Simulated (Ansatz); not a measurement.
Base system: VO2 in the rutile structure (space group P4_2/mnm, No. 136; ferromagnetic).

```
VO2
1.0
    4.58364     0.00000     0.00000
    0.00000     4.58364     0.00000
    0.00000     0.00000     2.83858
V O
2 4
Direct
  0.00000   0.00000   0.00000
  0.50000   0.50000   0.50000
  0.30003   0.30003   0.00000
  0.80003   0.19997   0.50000
  0.19997   0.80003   0.50000
  0.69997   0.69997   0.00000
```

Level of theory: PBE in Ansatz (plane waves to 420 eV, PAW, no SOC).

Base values:

```
Quantity                     Value
-------------------  -------------
Pressure                   0.0 GPa
Largest site moment        0.83 μB
Magnetic state       ferromagnetic
Band gap                      zero
```

One thing is altered: every lattice vector is stretched by 0.93 %, atoms relaxed at fixed cell.

Estimate the effect on the pressure.

The pressure (mean of the normal stresses, compression positive) goes from zero to -5.8 GPa.

How does this affect the energy relative to the base?

The energy increases by 5.3 meV/atom.

Predict the new largest site moment.

The largest site moment is nearly the same (0.83 μB against 0.85 μB).

What does the calculation give for the magnetic state after the change?

The magnetic state is still ferromagnetic.

Predict the new band gap.

The band gap is still zero.

The magnetic state is the one reached from the starting moments; the real material's order can differ, and small cells can't hold many antiferromagnetic ones. The cells carry an imposed strain or load. Stability against distortions was not tested. No Hubbard U is applied, and correlation can decide whether such a compound is a metal.

Ansatz is a first-principles code.
